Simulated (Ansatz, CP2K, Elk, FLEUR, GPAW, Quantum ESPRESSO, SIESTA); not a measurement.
**One structure in several programs: CrB (Cmcm, 4 atoms in the cell)**

Self-consistent single point, at a second geometry (lattice scaled by 0.98). First geometry:

```yaml
crystal:
  lattice:
    - [1.45169, -3.89914, 0.00000]
    - [1.45169, 3.89914, 0.00000]
    - [0.00000, 0.00000, 2.90195]
  atoms:
    - { symbol: Cr, position: [0.85462, 0.14538, 0.75000] }
    - { symbol: Cr, position: [0.14538, 0.85462, 0.25000] }
    - { symbol: B, position: [0.56494, 0.43506, 0.75000] }
    - { symbol: B, position: [0.43506, 0.56494, 0.25000] }
```

Shared settings, as Ansatz (a program for electronic structure) writes them: kpoints.mp_grid.grid = 8 8 8; scf.occupations.method = fermi_dirac; scf.occupations.width = 0.1 eV. Potentials and cutoffs stand in the table.

| code | model | ΔF from the first geometry (meV/atom) | largest force (eV/Å) | cutoff |
|---|---|---|---|---|
| FLEUR | PBEsol, all-electron FLAPW (FLEUR), scalar-relativistic valence | 23.3 | 0.187 | Kmax 3.9 1/bohr |
| Ansatz | PBEsol, default PAW files made with PBE | 22.6 | 0.204 | default |
| SIESTA | GGA PBEsol, numerical atomic orbitals DZP, PseudoDojo PBEsol standard norm-conserving potentials (rewritten from UPF to PSML) | 20.7 | 0.460 | grid 400 Ry |
| Elk | PBEsol, all-electron FP-LAPW, Elk's shipped species files, default APW+lo basis | 29.0 | – | default |
| GPAW | PBEsol, GPAW PAW datasets PBEsol (made by gpaw-setup) | 31.5 | 0.317 | 950 eV |
| Quantum ESPRESSO | PBEsol, GBRV 1.5 ultrasoft (PBESOL) pseudopotentials | 23.1 | 0.215 | 50 Ry |
| CP2K | PBEsol, GPW, DZVP-MOLOPT-SR-GTH basis, GTH-PBE potentials (GTH_POTENTIALS) | 24.5 | 0.241 | grid 600 Ry |

A dash marks a value that a program does not give, or that is left out as unsure.

On Ansatz's run: spin polarisation is off.

The spread over the programs that give each value: ΔF from the first geometry within 10.8 meV/atom; largest force within 0.273 eV/Å.

SIESTA and CP2K use small atom-centred bases, whose incompleteness enters pressures, forces and empty levels differently from a plane-wave cutoff. FLEUR and Elk treat all electrons, but the usual bases taken here (sphere radii, linearisation, local orbitals, empty states) were not tested for convergence, so the values are no reference for the others. In the force vectors, SIESTA (by 0.292) and GPAW (by 0.102) lie more than 0.08 eV/Å from the median of the plane-wave programs.

The starting cell comes from a database of computed structures (which also holds hypothetical and non-ambient phases and stackings), without a prior relaxation at this level. For this run, on top of that: lattice scaled by 0.98.

Keys are those of Ansatz 0.2.
